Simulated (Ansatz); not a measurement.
Worked example: self-consistent single point of Sr3Ta (P6_3/mmc, 8 atoms in the cell) in Ansatz (a program for electronic structure).

Computed with PBE (plane waves, PAW; Ansatz).

```yaml
crystal:
  lattice:
    - [7.98532, 0.00000, 0.00000]
    - [-3.99266, 6.91549, 0.00000]
    - [0.00000, 0.00000, 6.40485]
  atoms:
    - { symbol: Sr, position: [0.83920, 0.67840, 0.25000] }
    - { symbol: Sr, position: [0.16080, 0.83920, 0.75000] }
    - { symbol: Sr, position: [0.32160, 0.16080, 0.25000] }
    - { symbol: Sr, position: [0.16080, 0.32160, 0.75000] }
    - { symbol: Sr, position: [0.83920, 0.16080, 0.25000] }
    - { symbol: Sr, position: [0.67840, 0.83920, 0.75000] }
    - { symbol: Ta, position: [0.33333, 0.66667, 0.25000] }
    - { symbol: Ta, position: [0.66667, 0.33333, 0.75000] }
```

Reference input (self-consistent single point, DFT, PBE, plane waves, default PAW files): basis.ecutwfc = 420 eV; kpoints.mp_grid.grid = 5 5 6; hamiltonian.xc = pbe; hamiltonian.pseudopotentials = {kind: paw} (the program's default PAW files); scf.occupations.method = methfessel_paxton; scf.occupations.width = 0.2 eV. This run's input differs from it in these lines:

Ansatz 0.2 input:
```diff
@@ -22,3 +22,3 @@
 scf:
-  occupations: { method: methfessel_paxton, width: 0.2 }
+  occupations: { method: gaussian, width: 0.3 }
 output:
```

Log, with long lists cut:

```
SCF iter   1: F=—  HF=-41121.194537 eV  |F-HF|=—  |Δ(HF+E_count)|=         —  Δρ=3.46e-3  dr2=1.00e-1  ethr=1.77e-3  ⟨swp⟩=10.3  Hψ=5283  notcnv=0
all-band conjugate gradients solve this SCF's bands
preconditioner: auto → Kerker (q_TF=auto, 2.155 Å⁻¹)
SCF iter   2: F=—  HF=-41121.190180 eV  |F-HF|=—  |Δ(HF+E_count)|=   4.36e-3  Δρ=1.53e-3  dr2=2.34e-2  ethr=1.16e-4  ⟨swp⟩=1.4  Hψ=1210  notcnv=0
SCF iter   3: F=—  HF=-41121.190457 eV  |F-HF|=—  |Δ(HF+E_count)|=   2.77e-4  Δρ=5.52e-4  dr2=2.02e-3  ethr=2.72e-5  ⟨swp⟩=2.0  Hψ=1206  notcnv=0
SCF iter   4: F=—  HF=-41121.190520 eV  |F-HF|=—  |Δ(HF+E_count)|=   6.35e-5  Δρ=2.49e-4  dr2=3.91e-4  ethr=2.35e-6  ⟨swp⟩=2.0  Hψ=1226  notcnv=0
SCF iter   5: F=—  HF=-41121.190563 eV  |F-HF|=—  |Δ(HF+E_count)|=   4.23e-5  Δρ=3.80e-5  dr2=5.16e-6  ethr=4.54e-7  ⟨swp⟩=2.1  Hψ=1348  notcnv=0
SCF iter   6: F=—  HF=-41121.190788 eV  |F-HF|=—  |Δ(HF+E_count)|=   2.26e-4  Δρ=1.36e-5  dr2=1.78e-6  ethr=6.00e-9  ⟨swp⟩=3.0  Hψ=2023  notcnv=0
SCF iter   7: F=-41121.190788 eV  HF=-41121.190788 eV  |F-HF|=4.12e-8  |Δ(HF+E_count)|=   1.91e-8  Δρ=2.70e-6  dr2=6.37e-8  ethr=1.16e-10  ⟨swp⟩=9.3  Hψ=5450  notcnv=0
SCF 1 converged in 7 iterations: F = -41121.190788 eV  dr2 = 6.37e-8
Free energy (F): -41121.190788 eV
Internal energy: -41120.150768 eV  (E = F + TS)
E sigma→0 (E₀):  -41120.670778 eV
Entropy (-TS):   -1.040020 eV (-130.002 meV/atom)
Fermi energy:    6.319546 eV
--- Forces (eV/Å), atoms counted from 1 ---
  atom   1  Sr     0.00000004    -1.05860608     0.00000000
  atom   2  Sr     0.91677978    -0.52930301     0.00000000
  atom   3  Sr     0.91677974     0.52930307     0.00000000
  atom   4  Sr    -0.00000004     1.05860608    -0.00000000
  atom   5  Sr    -0.91677978     0.52930301    -0.00000000
  atom   6  Sr    -0.91677974    -0.52930307    -0.00000000
  atom   7  Ta     0.00000000     0.00000000     0.00000000
  atom   8  Ta    -0.00000000    -0.00000000     0.00000000
--- Stress (GPa, compression-positive) ---
       -2.760443       0.000000      -0.000000
        0.000000      -2.760443       0.000000
       -0.000000       0.000000      -2.124870
  P = ⅓ Tr σ = -2.5486 GPa (-25.486 kbar)
  The stress holds the Pulay correction. Without it, at fixed plane waves, as pw.x and ABINIT print it: P = -2.5548 GPa
```

The run converged in 7 iterations. Against the reference run the free energy falls by 73.2 meV/atom, the pressure goes from -2.74 to -2.55 GPa and the largest force goes from 1.102 to 1.059 eV/Å.

The starting cell was generated: these elements placed on a structure prototype, without a prior relaxation; it need not be a known phase or ordering of this composition. Spin polarisation is off. Forces in this geometry exceed 1 eV/Å. Ansatz's pressure includes its estimate of the finite-basis (Pulay) stress.
